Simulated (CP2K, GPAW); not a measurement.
A CP2K input for a self-consistent single point of SiRu (P2_13, 8 atoms in the cell) (DFT LDA (Pade form), GPW, DZVP-MOLOPT-SR-GTH basis, GTH-PADE potentials (GTH_POTENTIALS)):

```
&GLOBAL
  PROJECT calc
  RUN_TYPE ENERGY_FORCE
  PRINT_LEVEL LOW
&END GLOBAL
&FORCE_EVAL
  METHOD Quickstep
  STRESS_TENSOR ANALYTICAL
  &DFT
    BASIS_SET_FILE_NAME BASIS_MOLOPT
    POTENTIAL_FILE_NAME GTH_POTENTIALS
    &QS
      METHOD GPW
      EPS_DEFAULT 1E-10
    &END QS
    &MGRID
      CUTOFF 500
      REL_CUTOFF 40
      NGRIDS 5
    &END MGRID
    &SCF
      SCF_GUESS ATOMIC
      EPS_SCF 1E-6
      MAX_SCF 100
      ADDED_MOS 14
      &DIAGONALIZATION
        ALGORITHM STANDARD
      &END DIAGONALIZATION
      &MIXING
        METHOD BROYDEN_MIXING
        ALPHA 0.2
        NBUFFER 8
        BETA 1
      &END MIXING
      &SMEAR ON
        METHOD FERMI_DIRAC
        ELECTRONIC_TEMPERATURE [K] 232.09
      &END SMEAR
    &END SCF
    &KPOINTS
      SCHEME MONKHORST-PACK 6 6 6
      GAMMA_CENTERED T
    &END KPOINTS
    &XC
      &XC_FUNCTIONAL PADE
      &END XC_FUNCTIONAL
    &END XC
    &PRINT
      &MO
        EIGENVALUES T
        OCCUPATION_NUMBERS T
        NDIGITS 8
        FILENAME mo
        &EACH
          QS_SCF 0
        &END EACH
        ADD_LAST NUMERIC
      &END MO
      &MULLIKEN OFF
      &END MULLIKEN
    &END PRINT
  &END DFT
  &SUBSYS
    &CELL
      A 4.79853400 0.00000000 0.00000000
      B 0.00000000 4.79853400 0.00000000
      C 0.00000000 0.00000000 4.79853400
      PERIODIC XYZ
    &END CELL
    &COORD
      SCALED
      Si       0.16242000     0.33758000     0.66242000
      Si       0.33758000     0.66242000     0.16242000
      Si       0.66242000     0.16242000     0.33758000
      Si       0.83758000     0.83758000     0.83758000
      Ru       0.87059000     0.62941000     0.37059000
      Ru       0.62941000     0.37059000     0.87059000
      Ru       0.37059000     0.87059000     0.62941000
      Ru       0.12941000     0.12941000     0.12941000
    &END COORD
    &KIND Si
      BASIS_SET DZVP-MOLOPT-SR-GTH-q4
      POTENTIAL GTH-PADE-q4
    &END KIND
    &KIND Ru
      BASIS_SET DZVP-MOLOPT-SR-GTH-q16
      POTENTIAL GTH-PADE-q16
    &END KIND
  &END SUBSYS
  &PRINT
    &FORCES ON
    &END FORCES
    &STRESS_TENSOR ON
    &END STRESS_TENSOR
  &END PRINT
&END FORCE_EVAL
```

**Question.** Translate this input to GPAW.

**Answer.** This is the input that was run; spellings and numerical settings could be chosen otherwise.

```python
from ase import Atoms
from ase.units import GPa
from gpaw import GPAW

atoms = Atoms(['Si', 'Si', 'Si', 'Si', 'Ru', 'Ru', 'Ru', 'Ru'],
              cell=[[4.798534, 0.000000, 0.000000],
                    [0.000000, 4.798534, 0.000000],
                    [0.000000, 0.000000, 4.798534]],
              scaled_positions=[[0.162420, 0.337580, 0.662420],
                                [0.337580, 0.662420, 0.162420],
                                [0.662420, 0.162420, 0.337580],
                                [0.837580, 0.837580, 0.837580],
                                [0.870590, 0.629410, 0.370590],
                                [0.629410, 0.370590, 0.870590],
                                [0.370590, 0.870590, 0.629410],
                                [0.129410, 0.129410, 0.129410]],
              pbc=True)

calc = GPAW(mode={'name': 'pw', 'ecut': 550},
            xc='LDA',
            kpts={'size': (6, 6, 6), 'gamma': True},
            occupations={'name': 'fermi-dirac', 'width': 0.02},
            nbands=-4,
            convergence={'density': 1e-05, 'bands': -2},
            symmetry={'symmorphic': False, 'tolerance': 0.0005},
            maxiter=120,
            txt='-')

atoms.calc = calc

energy = atoms.get_potential_energy()
print('Energy (eV):', round(energy, 6))
forces = atoms.get_forces()
print('Forces (eV/Ang):')
print(forces.round(5))
stress = atoms.get_stress()
print('Stress (GPa, Voigt):', (stress / GPa).round(4))
```

Basis settings and potentials, where a program has them, do not carry over. This input uses DFT LDA (Perdew-Wang 92), plane waves, GPAW PAW datasets LDA (gpaw-data 1.0.1). LDA parametrisations can differ slightly between programs.

The starting cell comes from a database of computed structures (which also holds hypothetical and non-ambient phases and stackings), without a prior relaxation at this level. Its lattice was rescaled by a random factor within 2.5 % of one.
